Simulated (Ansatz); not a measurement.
# Hypothetical zinc blende LuP: response to strain

The parent structure is LuP in the zinc blende structure (space group F-43m, No. 216; a = 6.1371 Å; a hypothetical phase, not in the database extracts checked).

Strains are applied to the cell and any free atomic positions relax.

Method: r2SCAN (Ansatz, a quantum-chemistry and plane-wave program), no spin-orbit coupling.

| isotropic strain (%) | pressure (GPa) |
|---|---|
| -2.62 | 5.8 |
| -0.82 | ? |
| 0 | 0.0 |
| 0.65 | -1.2 |
| 1.88 | -3.2 |

Question: Fit P = P₀ − Bδ + Cδ² with δ = (1 + ε)³ − 1 to the rows shown and predict the withheld row.

Answer: Least squares on the printed values gives P₀ = 0.0 GPa, B = 64.3 GPa, C = 149 GPa (largest residual 0.0 GPa); this predicts 1.7 GPa, and the run gives 1.6 GPa, in agreement.

Whether these cells are dynamically stable was not tested.
